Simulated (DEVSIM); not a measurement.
System: Mo/SiO2/p-Ge capacitor, at 400 K.

| layer (left to right) | material | thickness (nm) | Na (cm⁻³) |
|---|---|---|---|
| 1 | SiO2 | 35.0 | - |
| 2 | Ge | 1100 | 3.1e17 |

Metal gate on the left, work function 4.6 eV. Fixed charge at the semiconductor interface -8.1e11 cm⁻² (in units of +e); no interface traps.

Constants are typed, rounded textbook-type inputs, not results; the design itself was drawn at random and stands for no fabricated device. Values at 300 K; Nc and Nv go as T^1.5, mobilities as T to minus their exponent, the gap by Varshni's rule with the affinity fixed.

```tsv
parameter	SiO2	Ge
gap (eV)	9	0.664
affinity (eV)	0.9	4
permittivity	3.9	16
Nc (cm⁻³)	-	1.04e19
Nv (cm⁻³)	-	6e18
Varshni α (eV/K)	-	0.000477
Varshni β (K)	-	235
```

DEVSIM, 1D Poisson equation in equilibrium, Boltzmann statistics, complete ionisation; no quantum confinement or tunnelling. Metal contacts follow the ideal Schottky-Mott rule: no Fermi-level pinning, no interface dipoles.

The temperature was swept, all else fixed.

```tsv
temperature (K)	flat-band voltage (V)	minimum of the low-frequency capacitance (μF/cm²)
250	1.29	(withheld)
300	1.33	0.0752
350	1.37	0.0771
400	1.41	0.0793
450	1.45	0.0820
500	1.49	0.0849
```

### Question
What belongs in the gaps?

### Answer

- 250, minimum of the low-frequency capacitance (μF/cm²): 0.0736
